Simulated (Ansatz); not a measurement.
**CrCuO2 under a change: pressure 3 GPa**

Consider CrCuO₂ (space group R-3m, No. 166; a = 3.0127 Å, c = 17.1117 Å (hexagonal axes); ferromagnetic).

It is then changed as follows: cell and atoms relaxed at a pressure of 3 GPa.

Method: Ansatz (an electronic-structure program), PBE, PAW, cutoff 420 eV, spin-orbit coupling left out. Γ-centred 13×13×13 mesh, Fermi–Dirac width 0.05 eV.

The volume per atom drops by 0.21 Å³ to 11.00 Å³ and the density increases by 0.11 g/cm³ (5.46 g/cm³ → 5.57 g/cm³). The lattice parameter a falls by 0.026 Å (3.013 Å → 2.987 Å) and the c/a ratio rises by 0.039, from 5.680 to 5.719. The shortest interatomic distance falls by 0.0082 Å (1.856 Å → 1.847 Å) and the enthalpy H = E + PV relative to the base's energy is +0.21 eV/atom. The band gap increases by 0.01 eV, from 1.08 eV to 1.09 eV and the smallest direct gap is still 1.29 eV. The width of the top valence band goes up by 0.07 eV to 1.76 eV and the magnetic state stays ferromagnetic. The largest site moment is nearly the same (2.42 μB against 2.41 μB).

Final structure:

```
CELL_PARAMETERS angstrom
      1.49332     0.86217     5.69350
     -1.49332     0.86217     5.69350
      0.00000    -1.72434     5.69350
ATOMIC_POSITIONS crystal
  Cu 0.00000 0.00000 0.00000
  Cr 0.50000 0.50000 0.50000
  O  0.10816 0.10816 0.10816
  O  0.89184 0.89184 0.89184
```

Load acts through the strain it causes; cell and atoms are relaxed under it. No phonon test of stability was made. No Hubbard U is applied and the magnetic state is the run's own (CrCuO2 ferromagnetic); small cells can't hold the antiferromagnetic order that many such compounds have, so gaps and moments can be off.
